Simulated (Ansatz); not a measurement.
MgO (Fm-3m), r2SCAN, rigid bands run with Ansatz (a first-principles code): Condition of this run: functional r2SCAN on the same cell. band gap 5.61 eV, N_c = 5.48e18 cm⁻³ and N_v = 2.88e20 cm⁻³ at 300 K, conductivity masses of 0.371 mₑ (electrons) and 2.29 mₑ (holes). Take k_BT = 0.02585 eV.

Q: Find the intrinsic carrier density and the intrinsic Fermi level.

A: n_i = √(N_c N_v) exp(−E_g/2k_BT) = 3.97e19 × exp(−108.50) = 3.0e-28 cm⁻³. The level lies (k_BT/2) ln(N_v/N_c) = 51 meV from mid-gap (positive towards the conduction band). Each 0.1 eV added to the gap lowers n_i by a factor of 6.9.

Q: What thermal injection velocity √(2k_BT/πm) limits a ballistic channel?

A: 8.83e6 cm/s for electrons and 3.56e6 cm/s for holes, a ratio of √(m_h/m_e) = 2.48, for dilute carriers.

Q: A film of it is 3 nm thick. Estimate the confinement energies in an infinite well.

A: ħ²π²/(2m t²) = 0.376 eV·nm²/(m/mₑ × t²) gives 113 meV for electrons and 18.2 meV for holes, so the gap would widen to about 5.74 eV. Finite barriers and nonparabolic bands lower this, and with several valleys or bands the heaviest mass along the normal sets the lowest level, not this average.

Rigid, parabolic bands with the computed gap; masses take one relaxation time for all states. Spin-orbit coupling is left out. Geometry: cell and atoms relaxed with PBEsol.
